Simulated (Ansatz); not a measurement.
Given:

```xyz
2
Lattice="4.0621 0.0000 0.0000 0.0000 4.0621 0.0000 2.0310 -2.0310 2.6627" Properties=species:S:1:pos:R:3 pbc="T T T"
Se     0.0000     0.0000     0.0000
Mg     4.0621     0.0000     2.6627
```

No spin polarisation.

Calculations: r2SCAN (Ansatz, a program for electronic structure; PAW; 500 eV plane waves; spin-orbit coupling left out). Settings: 10×10×10 k-points, 0.05 eV Fermi–Dirac smearing.

Problem. Predict the valence-band top at Γ (three highest levels, from the VBM).

Solution. 0.00, 0.00, -0.41 eV.

Problem. What is the computed space group?

Solution. I4/mmm (No. 139).

The levels and masses belong to the bands next to the band gap. The cells carry an imposed strain or load. Whether these cells are dynamically stable was not tested. The cell was made from MgSe in the rock salt structure (space group Fm-3m, No. 225) by this change: biaxial strain +4.98 %, plane normal [001], relaxed out of plane.
